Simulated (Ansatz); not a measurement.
**A computed series for ZnS: point defects**

The reference is an 8-atom supercell of ZnS in the zinc blende structure (space group F-43m, No. 216; a = 5.443 Å) at its relaxed geometry.

One neutral defect a cell, atoms relaxed at fixed cell.

Method: PBE, PAW, 420 eV (Ansatz, a quantum-chemistry and plane-wave program; scalar-relativistic without spin-orbit coupling), earlier PAW set.

| change | pressure | largest displacement of a host atom from its site in the perfect cell |
|---|---|---|
| perfect supercell | 0.0 GPa | – |
| P on a S site, symmetric start | 0.4 GPa | 0.02 Å |
| S on a Zn site (antisite), symmetric start | 4.5 GPa | 0.16 Å |
| Zn vacancy | -1.2 GPa | 0.06 Å |
| Zn on a S site (antisite), symmetric start | 3.4 GPa | 0.08 Å |
| S vacancy | -1.9 GPa | 0.96 Å |

Other magnetic orders, which the real material may have, were not ruled out. In so small a cell the defect repeats every few ångströms: this is an ordered compound, not a dilute defect. The mesh was chosen for an insulator and is coarse for the gapless case. Defects with a symmetric start kept the site's symmetry and may sit on a saddle; the others started slightly shaken. Starting moments died away, wholly or in part, for P on a S site, S on a Zn site (antisite), Zn on a S site (antisite) and S vacancy; another magnetic solution may exist.
